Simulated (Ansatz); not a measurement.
## HgS: isotropic strain −0.50 %

Start from HgS in the zinc blende structure (space group F-43m, No. 216; a = 5.8119 Å).

It is then changed as follows: the cell is scaled by 0.9950 in all directions, atoms relaxed at fixed cell.

All numbers come from LDA in Ansatz (plane waves to 420 eV, PAW, spin-orbit coupling left out). Settings: 10×10×10 k-points, 0.05 eV Fermi–Dirac smearing.

The volume per atom falls by 0.37 Å³ to 24.17 Å³ and the shortest interatomic distance falls by 0.013 Å to 2.504 Å. The energy increases by 1.2 meV/atom and the pressure goes from zero to 1.1 GPa. The band gap remains zero.

Final structure:

```xyz
2
Lattice="0.0000 2.8914 2.8914 2.8914 0.0000 2.8914 2.8914 2.8914 0.0000" Properties=species:S:1:pos:R:3 pbc="T T T"
Hg     0.0000     0.0000     0.0000
S      1.4457     1.4457     1.4457
```

With Hg present, leaving out spin-orbit coupling can change the band edges. Whether these cells are dynamically stable was not tested. The final runs are not spin-polarised. A zero or small gap of HgS can be the functional's error rather than a property of the material.

Ansatz is a program for electronic structure.
